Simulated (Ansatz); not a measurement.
α-phase CO, treated with PBEsol (plane waves, PAW; Ansatz, a first-principles code).

Settings: plane-wave cutoff 520 eV, 6×6×6 k mesh, scalar-relativistic PAW data made under PBE.

Cell (relaxed at this level):

```xyz
8
Lattice="6.0570 0.0000 0.0000 0.0000 6.0570 0.0000 0.0000 0.0000 6.0570" Properties=species:S:1:pos:R:3 pbc="T T T"
C      5.8447     5.8447     5.8447
C      2.8162     3.2408     0.2123
C      0.2123     2.8162     3.2408
C      3.2408     0.2123     2.8162
O      0.4416     0.4416     0.4416
O      3.4701     2.5868     5.6153
O      5.6153     3.4701     2.5868
O      2.5868     5.6153     3.4701
```

Q: What does this level give for the Voigt–Reuss–Hill bulk modulus, Voigt–Reuss–Hill shear modulus (Hill average), Young modulus and Poisson ratio?

A: 
- Voigt–Reuss–Hill bulk modulus: 0.61 GPa
- Voigt–Reuss–Hill shear modulus (Hill average): 0.19 GPa
- Young modulus: 0.5 GPa
- Poisson ratio: 0.359

Note: the cell comes from a level without a dispersion term, which matters for the spacing of layers, chains or molecules; the volume lies 25 % above that of the published cell.

Elastic constants are with the ions relaxed.

The computed numbers hold no vibrational or temperature effects.
